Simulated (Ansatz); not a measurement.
Sn (model structure, started from the beta-W type, Pm-3n, No. 223, 8 atoms in the cell), treated with LDA (Ansatz, a first-principles code, PAW).

Run with plane-wave cutoff 520 eV, 10×10×10 k mesh, Fermi–Dirac smearing 0.05 eV, scalar-relativistic PAW data made under PBE.

Cell (relaxed at this level):

```yaml
crystal:
  lattice:
    - [5.94543, 0.00000, 0.00000]
    - [0.00000, 5.94543, 0.00000]
    - [0.00000, 0.00000, 5.94543]
  atoms:
    - { symbol: Sn, position: [0.25000, 0.00000, 0.50000] }
    - { symbol: Sn, position: [0.75000, 0.00000, 0.50000] }
    - { symbol: Sn, position: [0.00000, 0.50000, 0.25000] }
    - { symbol: Sn, position: [0.00000, 0.50000, 0.75000] }
    - { symbol: Sn, position: [0.50000, 0.25000, 0.00000] }
    - { symbol: Sn, position: [0.50000, 0.75000, 0.00000] }
    - { symbol: Sn, position: [0.00000, 0.00000, 0.00000] }
    - { symbol: Sn, position: [0.50000, 0.50000, 0.50000] }
```

**Question.** Estimate the bulk modulus B0 that the calculation returns.

**Answer.** 
- bulk modulus B0: 56.2 GPa

The run finds no gap.

Note: the bulk modulus is −V dP/dV from two relaxed cells at ±2 % in volume; the relaxation could raise the start's symmetry but not lower it, so the cell can be a saddle point.

Spin–orbit coupling is not included.

The computed numbers hold no vibrational or temperature effects.

A model structure was made by putting elements into a prototype or built by hand; it is no filed structure, need not be a known phase, and can be a saddle point held by its symmetry.
